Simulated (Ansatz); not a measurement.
## Pressure series in TiO2

The reference is TiO2 in the rutile structure (space group P4_2/mnm, No. 136; a = 4.5481 Å, c = 2.9171 Å).

Cell and atoms are relaxed at each pressure.

Method: DFT with LDA, PAW potentials and a 420 eV plane-wave cutoff in Ansatz (a program for electronic structure), without spin-orbit coupling.

Two rows of this table had their results exchanged by mistake.

```
pressure           volume per atom (Å³)  shortest distance (Å)  band gap
-----------------  --------------------  ---------------------  --------
pressure −2 GPa                   10.14                  1.931   1.85 eV
pressure −1 GPa                   10.10                  1.930   1.86 eV
pressure 0.9 GPa                  10.02                  1.927   1.86 eV
pressure 2.1 GPa                   9.97                  1.925   1.86 eV
pressure 4.5 GPa                   9.31                  1.885   1.95 eV
pressure 9 GPa                     9.72                  1.913   1.89 eV
pressure 15 GPa                    9.53                  1.904   1.92 eV
pressure 22.5 GPa                  9.88                  1.921   1.87 eV
pressure 30 GPa                    9.12                  1.868   1.98 eV
```

### Question
Which two?

### Answer
The rows for pressure 4.5 GPa and pressure 22.5 GPa: the volume has to fall steadily with pressure, so 9.88 Å³ belongs to pressure 4.5 GPa and 9.31 Å³ to pressure 22.5 GPa.

Load acts through the strain it causes; cell and atoms are relaxed under it. Whether these cells are dynamically stable was not tested. Competing high-pressure phases were not computed. All final runs are without spin polarisation.
